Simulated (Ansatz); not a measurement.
Functionals compared on the (331) surface of bcc Li in its 1x1 cell, outermost plane spacing 0.39 Å in the ideal cut, in Ansatz (plane waves, PAW). The structure was relaxed with PBE; the other rows are single points on it, each with its references at the same level. Cutoff 420 eV (500 eV for r2SCAN).

Set-up: 27 atoms, 10.3 Å thick at the start (thin: gaps and levels are the slab's own); mesh 8x4x1; 0.1 eV smearing; dipole correction on; all atoms relaxed; held to the part of the start's symmetry that mesh and held atoms allow; no spin, no spin-orbit, no U. These notes are the PBE run's.

```
functional  surface energy (J/m²)  work function of the top face (eV)  rough cost of the single point
----------  ---------------------  ----------------------------------  ------------------------------
PBE                          0.52                                2.94                               –
LDA                          0.56                                3.03    very roughly 70 core-seconds
PBEsol                       0.54                                2.96    very roughly 60 core-seconds
RPBE                         0.48                                2.90         roughly 70 core-seconds
r2SCAN                       0.53                                2.91   very roughly 2.1 core-minutes
```

Ansatz is a quantum-chemistry and plane-wave program.
